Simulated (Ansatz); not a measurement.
# A computed series for ZnGeP2: response to strain

Take ZnGeP2 in the chalcopyrite structure (space group I-42d, No. 122) as the base.

```xyz
8
Lattice="-2.7121 2.7121 5.3549 2.7121 -2.7121 5.3549 2.7121 2.7121 -5.3549" Properties=species:S:1:pos:R:3 pbc="T T T"
Zn     0.0000     0.0000     0.0000
Zn     0.0000     2.7121     2.6774
Ge     0.0000     0.0000     5.3549
Ge     2.7121     0.0000     2.6774
P      1.3471     1.3561     6.6936
P      1.3561    -1.3471     4.0161
P      1.3651     1.3561     1.3387
P      1.3561     4.0592    -1.3387
```

Cartesian axes are those of the cell as printed.

Strains are applied to the cell and any free atomic positions relax.

Calculations: PBEsol (Ansatz, a first-principles code, PAW, scalar-relativistic without spin-orbit coupling).

Candidates:
(a) uniaxial strain ε_xx = +3.00 %
(b) uniaxial strain ε_xx = +0.75 %
(c) uniaxial strain ε_xx = +1.50 %

Notes on the quantities. energy relative to the base: free energy F.

Question: Order them by energy relative to the base, highest first.

Answer: (a) uniaxial strain ε_xx = +3.00 % (+7.0 meV/atom), (c) uniaxial strain ε_xx = +1.50 % (+1.8 meV/atom), (b) uniaxial strain ε_xx = +0.75 % (+0.4 meV/atom)

Stability against distortions was not tested.
